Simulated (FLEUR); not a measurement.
FLEUR run on In2Au3 (P-3m1, 5 atoms in the cell): self-consistent single point.

Computed with LDA (Perdew-Zunger), all-electron FLAPW (FLEUR), scalar-relativistic valence.

```xyz
5
Lattice="4.5740 0.0000 0.0000 -2.2870 3.9612 0.0000 0.0000 0.0000 5.6887" Properties=species:S:1:pos:R:3 pbc="T T T"
In     2.2870     1.3204     1.8299
In     0.0000     2.6408     3.8588
Au     2.2870     1.3204     4.5882
Au     0.0000     2.6408     1.1005
Au     0.0000     0.0000     0.0000
```

Reference input (self-consistent single point, DFT, PBEsol, all-electron FLAPW (FLEUR), scalar-relativistic valence): Kmax = 4.2 1/bohr; GmaxXC = 16.8 1/bohr; xcFunctional = PBEs; jspins = 1; l_soc = F; mode = gauss; fermiSmearingEnergy = 0.00499791 Htr; mesh (inpgen div1-3) = 7 7 5; inpgen gamma flag = false; Gmax = 16.8 1/bohr; numbands = 0; maxIterBroyd = 25. This run's input differs from it in these lines:

```diff
@@ -17,3 +17,3 @@
 &comp jspins=1 /
-&exco xctyp='PBEs' /
+&exco xctyp='pz' /
 &kpt div1=7 div2=7 div3=5 /
@@ -30,3 +30,3 @@
       <coreElectrons ctail="T" frcor="F" kcrel="0" coretail_lmax="0"/>
-      <xcFunctional name="PBEs" relativisticCorrections="F"/>
+      <xcFunctional name="pz" relativisticCorrections="F"/>
       <magnetism jspins="1"/>
```

The program printed (abridged):

```
 Iteration:     1   Distance:      14.64715410 me/bohr^3
 Iteration:     2   Distance:      12.73854925 me/bohr^3
 Iteration:     3   Distance:       5.53504722 me/bohr^3
 Iteration:     4   Distance:       3.27184649 me/bohr^3
 Iteration:     5   Distance:       1.91060327 me/bohr^3
   [... 9 lines left out ...]
 Iteration:    15   Distance:       0.00014676 me/bohr^3
 Iteration:    16   Distance:       0.00015795 me/bohr^3
 Iteration:    17   Distance:       0.00002940 me/bohr^3
 Iteration:    18   Distance:       0.00000649 me/bohr^3
 Reset of history
 Run finished successfully
 Stop message:
   Structural relaxation: new displacements generated

[file out, last iteration]
             iter=     19
[...]
          total density-effective poten   -1.2014257803E+05
          total charge density-energy d   -1.3744421206E+03
 Updated energy parameters for spin:           1
[...]
 fermi energy and band-weighting factors:
   [... 5 lines left out ...]

[...]
FERMIE:
          first approx. to ef    (T=0)  :   0.366421 htr   (energy of the highest occ. eigenvalue)
          number of occ. states  (T=0)  :       1225
          first approx. to seigv (T=0)  : -27.173204 htr
          sum of weights of occ. states :  38.510204
          sum of semicore charge        :   0.000000 e
          fermi energy=   0.36687 har   work function=  -9.98304 ev
   [... lines left out ...]
          total moment                 =     0.00000
 Direct bandgap for spin            1 :    8.2388099401202730E-003  Htr
 ---->    free energy=                    -68868.5597586947 htr
   [... lines left out ...]
 TOTAL FORCE FOR ATOM TYPE=  1  X= -4.322   Y=  2.495   Z=  3.458
                       FX_TOT= 0.000000 FY_TOT= 0.000000 FZ_TOT=-0.000714
 TOTAL FORCE FOR ATOM TYPE=  2  X= -4.322   Y=  2.495   Z= -2.080
                       FX_TOT= 0.000000 FY_TOT= 0.000000 FZ_TOT= 0.001196
 TOTAL FORCE FOR ATOM TYPE=  3  X=  0.000   Y=  0.000   Z=  0.000
                       FX_TOT= 0.000000 FY_TOT= 0.000000 FZ_TOT= 0.000000
```

The run converged in 18 iterations. FLEUR gives forces in its relaxation mode, with a further iteration, so its stop message speaks of a relaxation. 

The starting cell comes from a database of computed structures (which also holds hypothetical and non-ambient phases and stackings), without a prior relaxation at this level. Its lattice was rescaled by a random factor within 2.5 % of one. Spin-orbit coupling is off. Values depend on the basis (sphere radii, cutoffs, local orbitals), which need not be converged. The log's line on a gap gives a spacing of levels on this mesh, which the program prints for metals too.

These are the values that this program gave, and no reference: the default basis lacks the next d shell.

Cost on one core of a shared machine: roughly 5 min.
